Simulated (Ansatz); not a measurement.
Consider MgO in the rock salt structure (space group Fm-3m, No. 225; a = 4.254 Å).

The change: a negative pressure, −1 GPa.

Levels (all Ansatz, an electronic-structure program, PAW): PBE (420 eV, scalar-relativistic without spin-orbit coupling); PBE+SOC (420 eV, with spin-orbit coupling).

The geometry is relaxed with PBE.

- PBE lowest conduction level above the VBM at special points = Γ 4.40 eV; L 7.69 eV; X 9.10 eV; K 9.93 eV
- PBE gap character = direct at Γ

Predict the hole mass, lowest conduction level above the VBM at special points and gap character from PBE+SOC.

The hole mass (degenerate bands, along [100]) comes out as 0.53, 2.2 mₑ (at Γ); the lowest conduction level above the VBM at special points becomes Γ 4.38 eV; L 7.68 eV; X 9.08 eV; K 9.91 eV (PBE: Γ 4.40 eV; L 7.69 eV; X 9.10 eV; K 9.93 eV); the gap character stays direct at Γ. The threefold valence maximum splits by Δso ≈ 37 meV.

Single points use the geometry relaxed with PBE. Differences between runs with and without spin-orbit coupling are approximate. Load acts through the strain it causes; cell and atoms are relaxed under it. Masses are band curvatures over ±0.01 Å⁻¹ around the edge. Whether these cells are dynamically stable was not tested.
